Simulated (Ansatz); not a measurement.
System: AlB2-type MgB2. Method: PBE-D3(BJ) (PAW; Ansatz, a first-principles code).

Settings: plane-wave cutoff 520 eV, 24×24×16 k mesh (along the axes of the cell as run), Fermi–Dirac smearing 0.05 eV, scalar-relativistic PAW data made under PBE.

Response to compression and expansion:

Shape and atoms are relaxed at each volume.

| V (Å³/atom) | P (GPa) | c (Å) | a (Å) |
|---|---|---|---|
| 8.927 | 6.65 | 3.401 | 3.015 |
| 9.113 | 3.17 | 3.435 | 3.032 |
| 9.299 | 0.00 | 3.468 | 3.048 |
| 9.485 | -2.89 | 3.501 | 3.064 |
| 9.671 | -5.53 | 3.533 | 3.079 |

Note: the bulk modulus comes from volumes at which shape and atoms were relaxed.
